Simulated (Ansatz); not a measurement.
## A computed series for Sc: response to strain

Base system: Sc in the hcp (Mg type) structure (space group P6_3/mmc, No. 194; a = 3.318 Å, c = 5.186 Å; relaxed with 0.1 eV smearing).

Strains are applied to the cell and any free atomic positions relax.

All numbers come from PBE (Ansatz, an electronic-structure program; PAW; 420 eV plane waves; no spin-orbit coupling).

Notes on the quantities. pressure: mean of the normal stresses, compression positive.

| isotropic strain (%) | pressure (GPa) |
|---|---|
| -3 | 5.7 |
| -2.5 | 4.6 |
| -1.5 | 2.6 |
| -1 | 1.7 |
| -0.5 | ? |
| 0 | 0.0 |
| 0.5 | -0.8 |
| 1 | -1.5 |
| 2 | -2.9 |

Problem. Fit P = P₀ − Bδ + Cδ² with δ = (1 + ε)³ − 1 to the rows shown and predict the withheld row.

Solution. Least squares on the printed values gives P₀ = 0.0 GPa, B = 54.3 GPa (at held cell shape), C = 124 GPa (largest residual 0.0 GPa); this predicts 0.8 GPa, and the run gives 0.8 GPa, in agreement.

No phonon test of stability was made. All final runs are without spin polarisation.
